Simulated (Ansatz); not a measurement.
# PbZrO$_{3}$ in the cubic perovskite structure (space group Pm-3m, No. 221; a cell from a computed database, its experimental status unchecked)

```
PbZrO3
1.0
    4.14129     0.00000     0.00000
    0.00000     4.14129     0.00000
    0.00000     0.00000     4.14129
Zr Pb O
1 1 3
Direct
  0.00000   0.00000   0.00000
  0.50000   0.50000   0.50000
  0.50000   0.00000   0.00000
  0.00000   0.50000   0.00000
  0.00000   0.00000   0.50000
```

Computed with PBEsol, PAW, 420 eV (Ansatz, a quantum-chemistry and plane-wave program; scalar-relativistic without spin-orbit coupling). k-mesh 8×8×8 (Γ-centred); smearing 0.05 eV (Fermi–Dirac).

| Property | Result |
|---|---|
| Volume per atom | 14.20 Å³ |
| Density | 8.10 g/cm³ |
| Band gap | 2.34 eV, indirect, M → X |
| Electron mass | 0.19 mₑ along k, 0.33 mₑ across |
| Lowest conduction-band minima above the VBM | X along ⟨100⟩ 2.34 eV; a point along ⟨111⟩, about 0.7 Å⁻¹ from Γ 3.09 eV; Γ 3.69 eV; a point along ⟨110⟩, about 0.6 Å⁻¹ from Γ 3.77 eV |
| Total energy | -3514.163 eV/atom (σ→0; compares only within this code and set-up) |

Spin-orbit coupling, missing from the scalar runs, can matter with Pb. Effective masses come from finite differences of ±0.01 Å⁻¹. Along k means along the line from Γ to the band edge. No phonon test of stability was made. Many cubic perovskites are stable only at high temperature; tilts and polar distortions were not tested.
